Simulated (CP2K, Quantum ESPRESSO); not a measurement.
A CP2K input for a self-consistent single point of TaAu (P4/mmm, 2 atoms in the cell) (DFT LDA (Pade form), GPW, DZVP-MOLOPT-SR-GTH basis, GTH-PADE potentials (GTH_POTENTIALS)):

```
&GLOBAL
  PROJECT calc
  RUN_TYPE ENERGY_FORCE
  PRINT_LEVEL MEDIUM
&END GLOBAL
&FORCE_EVAL
  METHOD Quickstep
  STRESS_TENSOR ANALYTICAL
  &DFT
    BASIS_SET_FILE_NAME BASIS_MOLOPT
    POTENTIAL_FILE_NAME GTH_POTENTIALS
    &QS
      METHOD GPW
      EPS_DEFAULT 1E-10
    &END QS
    &MGRID
      CUTOFF 500
      REL_CUTOFF 60
      NGRIDS 5
    &END MGRID
    &SCF
      SCF_GUESS ATOMIC
      EPS_SCF 1E-7
      MAX_SCF 100
      ADDED_MOS 5
      &DIAGONALIZATION
        ALGORITHM STANDARD
      &END DIAGONALIZATION
      &MIXING
        METHOD BROYDEN_MIXING
        ALPHA 0.3
        NBUFFER 12
        BETA 1.5
      &END MIXING
      &SMEAR ON
        METHOD FERMI_DIRAC
        ELECTRONIC_TEMPERATURE [K] 1160.45
      &END SMEAR
    &END SCF
    &KPOINTS
      SCHEME MONKHORST-PACK 9 9 7
    &END KPOINTS
    &XC
      &XC_FUNCTIONAL PADE
      &END XC_FUNCTIONAL
    &END XC
    &PRINT
      &MO
        EIGENVALUES T
        OCCUPATION_NUMBERS T
        NDIGITS 8
        FILENAME mo
        &EACH
          QS_SCF 0
        &END EACH
        ADD_LAST NUMERIC
      &END MO
      &MULLIKEN ON
      &END MULLIKEN
    &END PRINT
  &END DFT
  &SUBSYS
    &CELL
      A 2.89677000 0.00000000 0.00000000
      B 0.00000000 2.89677000 0.00000000
      C 0.00000000 0.00000000 4.07492900
      PERIODIC XYZ
    &END CELL
    &COORD
      Ta       1.44838500     1.44838500     2.03746450
      Au       0.00000000     0.00000000     0.00000000
    &END COORD
    &KIND Ta
      BASIS_SET DZVP-MOLOPT-SR-GTH-q13
      POTENTIAL GTH-PADE-q13
    &END KIND
    &KIND Au
      BASIS_SET DZVP-MOLOPT-SR-GTH-q11
      POTENTIAL GTH-PADE-q11
    &END KIND
  &END SUBSYS
  &PRINT
    &FORCES ON
    &END FORCES
    &STRESS_TENSOR ON
    &END STRESS_TENSOR
  &END PRINT
&END FORCE_EVAL
```

Question: Write the same calculation as an input for Quantum ESPRESSO.

Answer: One input that does it (others would too):

```fortran
&control
    calculation = 'scf',
    prefix = 'TaAu',
    outdir = './work',
    pseudo_dir = './',
    verbosity = 'high',
    tprnfor = .true.,
    tstress = .true.,
/
&system
    ibrav = 0,
    nat = 2,
    ntyp = 2,
    ecutwfc = 40,
    ecutrho = 320,
    occupations = 'smearing',
    smearing = 'fd',
    degauss = 0.0073499,
/
&electrons
    conv_thr = 1.0e-11,
    mixing_beta = 0.4,
/
ATOMIC_SPECIES
Ta   180.9479  ta_lda_v1.uspp.F.UPF
Au   196.9666  au_lda_v1.uspp.F.UPF
ATOMIC_POSITIONS crystal
Ta    0.5000000000    0.5000000000    0.5000000000
Au    0.0000000000    0.0000000000    0.0000000000
K_POINTS automatic
9 9 7  0 0 0
CELL_PARAMETERS bohr
   5.4741019460     0.0000000000     0.0000000000
   0.0000000000     5.4741019460     0.0000000000
   0.0000000000     0.0000000000     7.7004997873
```

Basis settings and potentials, where a program has them, do not carry over. This input uses DFT, LDA (PZ), plane waves, GBRV 1.5 ultrasoft (LDA) pseudopotentials. LDA parametrisations can differ slightly between programs. Both were run: pressure -17.89 GPa in CP2K and -7.18 in Quantum ESPRESSO.

On Quantum ESPRESSO: the starting cell comes from a database of computed structures (which also holds hypothetical and non-ambient phases and stackings), without a prior relaxation at this level. Its lattice was rescaled by a random factor within 2.5 % of one. For this run, on top of that: lattice scaled by 0.98. Spin polarisation is off. With a pressure of about -7 GPa the cell is away from its equilibrium volume at this level.

On CP2K: the starting cell comes from a database of computed structures (which also holds hypothetical and non-ambient phases and stackings), without a prior relaxation at this level. Its lattice was rescaled by a random factor within 2.5 % of one. For this run, on top of that: lattice scaled by 0.98. Spin polarisation is off. Values carry the incompleteness of an atom-centred basis. With a pressure of about -18 GPa the cell is away from its equilibrium volume at this level.
